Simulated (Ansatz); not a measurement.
# C: response to strain

The reference is C in the diamond structure (space group Fd-3m, No. 227).

```
C
1.0
    0.00000     1.78014     1.78014
    1.78014     0.00000     1.78014
    1.78014     1.78014     0.00000
C
2
Direct
  0.00000   0.00000   0.00000
  0.25000   0.25000   0.25000
```

Cartesian axes are those of the cell as printed.

Strains are applied to the cell and any free atomic positions relax; under biaxial strain the out-of-plane vector relaxes too.

All numbers come from r2SCAN, PAW, 500 eV (Ansatz, a program for electronic structure; spin-orbit coupling left out).

Candidates:
(a) strain tensor (xx, yy, zz, yz, xz, xy) = (−1.25, −2.10, −1.21, −0.75, +0.12, −1.59) %
(b) biaxial strain −0.55 %, plane normal [111], relaxed out of plane
(c) biaxial strain +2.46 %, plane normal [110], relaxed out of plane

Notes on the quantities. energy relative to the base: free energy F.

**Question.** Order them by energy relative to the base, lowest first.

**Answer.** (b) biaxial strain −0.55 %, plane normal [111], relaxed out of plane (+1.4 meV/atom), (c) biaxial strain +2.46 %, plane normal [110], relaxed out of plane (+26 meV/atom), (a) strain tensor (xx, yy, zz, yz, xz, xy) = (−1.25, −2.10, −1.21, −0.75, +0.12, −1.59) % (+32 meV/atom)

A biaxial case was relaxed in a doubled cell and then solved in the primitive one. Stability against distortions was not tested.
